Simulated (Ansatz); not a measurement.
The starting structures come from a database of crystals and need not be the phases stable at ambient conditions.

 Where the default PAW files enter, the runs use the earlier of Ansatz's two default sets.

Inside the gap of an insulator the Bloch states are evanescent, with a wavenumber k + iκ along the transport direction.

Input:

```
HfSrO3
1.0
    5.72798     0.00000     0.00000
    0.00000     5.72798     0.00000
    2.86399    -2.86399     4.13293
Sr Hf O
2 2 6
Direct
  0.75000   0.75000   0.50000
  0.25000   0.25000   0.50000
  0.50000   0.50000   0.00000
  0.00000   0.00000   0.00000
  0.30159   0.19841   0.00000
  0.69841   0.80159   0.00000
  0.80159   0.30159   0.00000
  0.19841   0.69841   0.00000
  0.25000   0.75000   0.50000
  0.75000   0.25000   0.50000
```

Space group of this cell: I4/mcm. The cell is taken as given.

Transport runs along the normal of the first two printed cell vectors, the (001) plane of the conventional cell.

No gap correction and no spin-orbit coupling; mid-gap values are interpolated between computed energies.

Problem. Give the band gap and the smallest decay constant κ at mid-gap that Ansatz (a first-principles code) with PBEsol yields.

Solution. Gap 4.07 eV on a 8×8×8 mesh; κ = 0.283 1/Å, at the zone centre.
